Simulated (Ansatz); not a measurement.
What pressure 2.1 GPa does to BeTe

Take BeTe in the zinc blende structure (space group F-43m, No. 216; a = 5.6635 Å) as the base.

Perturbation: cell and atoms relaxed at a pressure of 2.1 GPa.

The values are results of PBE in Ansatz (plane waves to 420 eV, PAW, spin-orbit coupling left out), not measurements. k-mesh 10×10×10 (Γ-centred); smearing 0.05 eV (Fermi–Dirac).

The density increases by 0.17 g/cm³, from 5.00 g/cm³ to 5.17 g/cm³ and the lattice parameter a falls by 0.0643 Å, from 5.664 Å to 5.599 Å. The shortest interatomic distance decreases by 0.0279 Å to 2.425 Å and the enthalpy H = E + PV relative to the base's energy is +0.29 eV/atom. The band gap drops by 0.08 eV, from 2.03 eV to 1.95 eV and the gap character is still indirect, Γ → X. The smallest direct gap decreases by 0.03 eV, from 3.64 eV to 3.61 eV and the mean gap deformation potential ΔEg/Δln V is +2.4 eV. The width of the top valence band increases by 0.16 eV, from 3.12 eV to 3.28 eV and the electron mass changes from 1.9 mₑ along k, 0.26 mₑ across (at X) to 1.7 mₑ along k, 0.25 mₑ across (at X). The hole mass (degenerate bands, along [100]) becomes 0.20, 0.34, 0.34 mₑ (at Γ) (base: 0.20, 0.35, 0.35 mₑ (at Γ)) and the valley order (the lowest conduction-band minima on the path, energy above the VBM, named in the base's zone) goes from X along ⟨100⟩ 2.03 eV; L along ⟨111⟩ 3.04 eV to X along ⟨100⟩ 1.95 eV; L along ⟨111⟩ 3.14 eV.

Final structure:

```
CELL_PARAMETERS angstrom
      0.00000     2.79958     2.79958
      2.79958     0.00000     2.79958
      2.79958     2.79958     0.00000
ATOMIC_POSITIONS crystal
  Be 0.00000 0.00000 0.00000
  Te 0.25000 0.25000 0.25000
```

Cost of the whole job for the changed cell (relaxation, final SCF and bands): very roughly 15 core-seconds.

Spin-orbit coupling, missing from the scalar runs, can matter with Te. Load acts through the strain it causes; cell and atoms are relaxed under it. Masses are band curvatures over ±0.01 Å⁻¹ around the edge. Along k means along the line from Γ to the band edge. Whether these cells are dynamically stable was not tested.

Ansatz is an electronic-structure program.
